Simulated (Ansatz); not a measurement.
Results of PBE in Ansatz (plane waves, PAW) for GaS (P6₃/mmc, No. 194, 8 atoms in the cell; start mp-556742).

Settings: plane-wave cutoff 500 eV, 12×12×4 k mesh (along the axes of the cell as run), Fermi–Dirac smearing 0.05 eV, scalar-relativistic PAW data made under PBE.

Cell (relaxed at this level):

```
GaS
1.0
    3.62940     0.00000     0.00000
   -1.81470     3.14315     0.00000
    0.00000     0.00000    17.82322
Ga S
4 4
Direct
  0.00000   0.00000   0.18067
  0.00000   0.00000   0.81933
  0.00000   0.00000   0.68067
  0.00000   0.00000   0.31933
  0.66667   0.33333   0.11991
  0.33333   0.66667   0.88009
  0.33333   0.66667   0.61991
  0.66667   0.33333   0.38009
```

### Question
Predict the band gap.

### Answer

* **band gap**: 2.03 eV (on the SCF k mesh)

Note: the relaxation could not lower the start's symmetry, so the cell can be a saddle point above a distorted one; the cell has widely spaced layers and the level no dispersion term, so their spacing and the moduli can rest on weak binding.

Spin–orbit coupling is not included.

A start named mp-… is a Materials Project structure, which need not be a measured phase.

Ansatz is an electronic-structure program.
